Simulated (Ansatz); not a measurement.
Consider the following.

```yaml
crystal:
  lattice:
    - [3.20703, 0.00000, 0.00000]
    - [0.00000, 3.20703, 0.00000]
    - [1.60352, -1.60352, 2.23463]
  atoms:
    - { symbol: B, position: [0.00000, 0.00000, 0.00000] }
    - { symbol: P, position: [0.75000, 0.75000, 0.50000] }
```

No spin polarisation.

Computed with Ansatz (an electronic-structure program), LDA, PAW, cutoff 420 eV, no spin-orbit coupling. Settings: 13×13×13 k-points, 0.05 eV Fermi–Dirac smearing.

Problem. Predict the mean in-plane stress (compression positive).

Solution. -3.9 GPa.

Problem. Predict the band gap.

Solution. 0.95 eV.

Problem. What space group does the calculation give?

Solution. I-4m2 (No. 119).

The cells carry an imposed strain or load. No phonon test of stability was made. The cell was made from BP in the zinc blende structure (space group F-43m, No. 216) by this change: biaxial strain +1.00 %, plane normal [001], relaxed out of plane.
